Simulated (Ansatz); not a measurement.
An Ansatz (a program for electronic structure) run: CaVO3 with a change (biaxial strain −0.81 %, plane normal [001], relaxed out of plane); PBEsol (Ansatz; PAW; 420 eV plane waves; scalar-relativistic without spin-orbit coupling).

Input:

Ansatz 0.2 input:
```yaml
crystal:
  lattice:
    - [3.7233186982, 0, 0]
    - [0, 3.7233186982, 0]
    - [0, 0, 3.7689264431]
  atoms:
    - { symbol: Ca, position: [0, 0, 0] }
    - { symbol: V, position: [0.5, 0.5, 0.5] }
    - { symbol: O, position: [0.5, 0.5, 0] }
    - { symbol: O, position: [0, 0.5, 0.5] }
    - { symbol: O, position: [0.5, 0, 0.5] }
basis: { ecutwfc: 420, ecutrho_ratio: 4, xc_grid: 2, fft_grid_basis: typed }
kpoints: { mp_grid: { grid: [12, 12, 12] } }
hamiltonian:
  xc: pbesol
  dispersion: none
  pseudopotentials: { kind: paw }
scf: { occupations: { method: fermi_dirac, width: 0.05 } }
relax: { f_tol: 0.005, max_steps: 50, cell: { stress_tol: 0.01, fix: [a, b, gamma] } }
output: { forces: true, stress: true }
checkpoint: { write: state.ck, write_every: 1000 }
```

Output (explanatory and most iteration lines left out):

```
Relaxation: its limit of steps is 50 (relax.max_steps)
Pseudopotential: Ca, paw, valence charge 10
Pseudopotential: V, paw, valence charge 13
Pseudopotential: O, paw, valence charge 6
Crystal: 5 atoms, lattice volume = 52.249 Å³
Basis set: ecut = 420 eV, 1021 PW (Γ), exchange–correlation on 50×50×54 points (8 copies of the dense FFT grid, shifted against one another)
Bands: 26, of which v1, the nominal top of the filled ones, is band 21 counted from 1 (20 counted from 0)
Symmetry: 16 space group operations
Space group: P4/mmm (ITA 123), of the structure as read, at distance tolerance 3.7e-5 Å
k-points: 196 of 1728
Functional: x = pbesol(κ = 0.804, μ = 0.12345679012345678), c = pbesol(β = 0.046)
SCF iter   1: F=—  HF=-6368.032506 eV  |F-HF|=—  |Δ(HF+E_count)|=         —  Δρ=1.88e-2  dr2=1.52e-1  ethr=1.77e-3  ⟨swp⟩=6.2  Hψ=23288  notcnv=0
SCF iter   2: F=—  HF=-6368.000090 eV  |F-HF|=—  |Δ(HF+E_count)|=   3.24e-2  Δρ=6.27e-3  dr2=2.06e-2  ethr=3.71e-4  ⟨swp⟩=3.0  Hψ=9827  notcnv=0  defer=9
SCF 1 converged in 7 iterations: F = -6367.996632 eV  dr2 = 1.85e-8
relax step   1: F+E_penalty+E_count = -6367.99663178 eV  Δ(F+E_penalty+E_count) = +0.000e0 eV  max|allowed force component| = 2.225e-29 eV/Å  Δτ_max = 0.0000 Å  P = +2.629 GPa  Ω = 52.249 Å³  fix = [a, b, gamma]  reactions: a +3.738, b +3.738 GPa  (7 SCF iters, dr2 threshold 1.00e-7 eV, accepted)
[... steps on the carried basis left out ...]
relax step   5: F+E_penalty+E_count = -6367.99669797 eV  Δ(F+E_penalty+E_count) = +1.110e-5 eV  max|allowed force component| = 8.291e-29 eV/Å  Δτ_max = 0.0000 Å  P = +2.400 GPa  Ω = 52.307 Å³  energy of the carried Pulay correction = -1.123e-5 eV  fix = [a, b, gamma]  reactions: a +3.601, b +3.601 GPa  (6 SCF iters, dr2 threshold 7.77e-10 eV, accepted)
Crystal: 5 atoms, lattice volume = 52.307 Å³
SCF iter   1: F=—  HF=-6367.996407 eV  |F-HF|=—  |Δ(HF+E_count)|=         —  Δρ=2.14e-5  dr2=1.29e-7  ethr=1.07e-7  ⟨swp⟩=3.0  Hψ=35769  notcnv=0
SCF iter   2: F=—  HF=-6367.996712 eV  |F-HF|=—  |Δ(HF+E_count)|=   3.05e-4  Δρ=1.06e-5  dr2=3.39e-8  ethr=3.15e-10  ⟨swp⟩=2.9  Hψ=9967  notcnv=0
SCF 6 converged in 10 iterations: F = -6367.996712 eV  dr2 = 1.00e-13
SCF converged after 10 iterations
Free energy (F): -6367.996712 eV
Internal energy: -6367.988048 eV  (E = F + TS)
E sigma→0 (E₀):  -6367.992380 eV
Entropy (-TS):   -0.008663 eV (-1.733 meV/atom)
Fermi energy:    12.578588 eV
--- Forces (eV/Å), atoms counted from 1 ---
  atom   1  Ca    -0.00000000     0.00000000     0.00000000
  atom   2  V      0.00000000     0.00000000     0.00000000
  atom   3  O      0.00000000     0.00000000     0.00000000
  atom   4  O      0.00000000    -0.00000000     0.00000000
  atom   5  O      0.00000000     0.00000000     0.00000000
--- Stress (GPa, compression-positive) ---
        3.600601       0.000000       0.000000
        0.000000       3.600601       0.000000
        0.000000       0.000000       0.000736
  P = ⅓ Tr σ = 2.4006 GPa (24.006 kbar)
--- Relaxed structure (4 steps of the walk, 4 accepted, 2 SCFs on fresh bases) ---
  cell:  # Å, volume = 52.3065 Å³
    - [3.7233186982, 0.0, 0.0]
    - [0.0, 3.7233186982, 0.0]
    - [0.0, 0.0, 3.773076009578009]
  atoms:
    - { symbol: Ca, position: [9.092489782175389e-38, -1.0102766473970886e-38, 0.0] }
    - { symbol: V, position: [0.5, 0.5, 0.5] }
    - { symbol: O, position: [0.5, 0.5, 0.0] }
    - { symbol: O, position: [-6.061659869093013e-38, 0.5, 0.5] }
    - { symbol: O, position: [0.5, -3.788537419285743e-39, 0.5] }
```

Without a gap, meshes like the base's 12×12×12 leave anisotropic stresses uncertain by several tenths of a GPa, and small strain energies with them. No phonon test of stability was made. No Hubbard U is applied, and correlation can decide whether such a compound is a metal. All final runs are without spin polarisation. The cell was made from CaVO3 in the cubic perovskite structure (space group Pm-3m, No. 221; a cell from a computed database, its experimental status unchecked) by this change: biaxial strain −0.81 %, plane normal [001], relaxed out of plane. Many cubic perovskites are stable only at high temperature; tilts and polar distortions were not tested.
